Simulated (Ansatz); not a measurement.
LiF, response to strain

The parent structure is LiF in the rock salt structure (space group Fm-3m, No. 225; a = 4.0079 Å).

Strains are applied to the cell and any free atomic positions relax.

The values are results of PBEsol (Ansatz, a first-principles code; PAW; 420 eV plane waves; scalar-relativistic without spin-orbit coupling), not measurements.

Notes on the quantities. energy relative to the base: free energy F.

| change | energy relative to the base | electron mass | pressure | band gap | shortest interatomic distance |
|---|---|---|---|---|---|
| base | 0 meV/atom | 0.88 mₑ (at Γ) | -0.01 GPa | 9.05 eV | 2.004 Å |
| isotropic strain −3.00 % | +16 meV/atom | 0.95 mₑ (at Γ) | 7.97 GPa | 9.92 eV | 1.944 Å |
| isotropic strain −2.50 % | +11 meV/atom | 0.94 mₑ (at Γ) | 6.41 GPa | 9.76 eV | 1.954 Å |
| isotropic strain −1.00 % | +1.7 meV/atom | ___ | 2.31 GPa | 9.32 eV | 1.984 Å |
| isotropic strain −0.50 % | +0.4 meV/atom | 0.89 mₑ (at Γ) | 1.11 GPa | ___ | 1.994 Å |
| isotropic strain +0.50 % | +0.4 meV/atom | 0.88 mₑ (at Γ) | -1.05 GPa | 8.92 eV | 2.014 Å |
| isotropic strain +1.00 % | +1.6 meV/atom | 0.87 mₑ (at Γ) | -2.03 GPa | ___ | 2.024 Å |
| isotropic strain +1.50 % | +3.5 meV/atom | 0.86 mₑ (at Γ) | -2.94 GPa | ___ | 2.034 Å |
| isotropic strain +2.50 % | +9.4 meV/atom | 0.84 mₑ (at Γ) | -4.59 GPa | 8.42 eV | 2.054 Å |
| isotropic strain +3.00 % | +13 meV/atom | 0.84 mₑ (at Γ) | -5.32 GPa | 8.30 eV | 2.064 Å |

Q: Some entries are withheld; estimate them.

A: 
- isotropic strain −1.00 %, electron mass: 0.91 mₑ (at Γ)
- isotropic strain −0.50 %, band gap: 9.18 eV
- isotropic strain +1.00 %, band gap: 8.79 eV
- isotropic strain +1.50 %, band gap: 8.66 eV

Effective masses come from finite differences of ±0.01 Å⁻¹. Gaps are Kohn–Sham eigenvalue differences; semilocal functionals usually give less than the measured gap. Stability against distortions was not tested.
